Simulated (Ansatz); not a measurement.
Defect migration in wurtzite GaN: interstitial Ga, charge state +3. All values below come from PBE, PAW (plane waves to 420 eV; Ansatz, an electronic-structure program).

72-site cell at the relaxed PBE lattice, one k-point at (0.125, 0.250, 0.250), smearing 0.01 eV, spin-restricted, no finite-size correction. Energies are static. The charge state is imposed; whether it is stable for some Fermi level was not computed. Sites that were not tried may lie lower.

Barriers: single points on a 2×2×2 k-point mesh shifted by half a step along c at the bands' geometries.

The step: several atoms move together, Ga the farthest; the atom moves 2.29 Å along (0.28, 0.65, 0.27) of the unit cell; the moving atom starts with neighbours N at 1.85, 2 N at 1.98, N at 2.19 Å and ends with Ga at 2.44, Ga at 2.45, Ga at 2.47; 2 N at 1.95, N at 1.95 Å.

Question: What is the computed migration barrier of this step (PBE, PAW)?

Answer: 1.48 eV, the same both ways. At the saddle the moving atom has neighbours Ga at 2.31, Ga at 2.37; N at 1.85, N at 1.99, N at 2.02 Å. The saddle point's order was not checked, and it lies on a symmetry element of the cell, where a band can be held.
